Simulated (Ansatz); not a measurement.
The starting structures come from a database of crystals and need not be the phases stable at ambient conditions.

 Where the default PAW files enter, the runs use the earlier of Ansatz's two default sets.

Consider the following.

```xyz
4
Lattice="7.0079 0.0000 0.0000 0.0000 7.4437 0.0000 0.0000 3.7219 2.1488" Properties=species:S:1:pos:R:3 pbc="T T T"
Cd     3.5724     0.0000     0.0000
Cd     6.9403     4.9625     0.0000
Se     2.6227     4.9625     0.0000
S      6.1502     0.0000     0.0000
```

Space group of this cell: P3m1. The cell is taken as given; by r2SCAN its mean pressure is -1.7 GPa.

Transport runs along the normal of the first two printed cell vectors, the (110) plane of the conventional cell.

The gap is the functional's own, uncorrected, and κ follows it; spin-orbit coupling is left out. Mid-gap values are interpolated between the computed energies.

**Question.** Predict the band gap and the smallest decay constant κ at mid-gap from r2SCAN (Ansatz, a quantum-chemistry and plane-wave program).

**Answer.** Gap 1.15 eV on a 4×14×14 mesh; κ = 0.095 1/Å, at the zone centre.
